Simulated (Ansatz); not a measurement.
For TiAl₃ (I4/mmm, No. 139), PBEsol (PAW; Ansatz, a quantum-chemistry and plane-wave program) gives:

```
Property              Result
-------------------  -------
lattice parameter a  3.816 Å
c axis length        8.551 Å
```

Q: What does HSE06 (plane waves, PAW; Ansatz) give for the same quantities?

A: 
- lattice constant a: 3.820 Å (grows by 0.1 %)
- lattice parameter c: 8.590 Å (goes up by 0.5 %)

Changes are worked out from the printed values.

Unless a cell is named, each level is at its own relaxed cell (PBEsol 15.57, HSE06 15.67 Å³/atom).

Caveats: hybrids on metals are sensitive to the k mesh and can open a false gap (HSE06). Ansatz's density-functional and Hartree–Fock values are scalar-relativistic unless marked +SOC, with PAW data made under PBE.
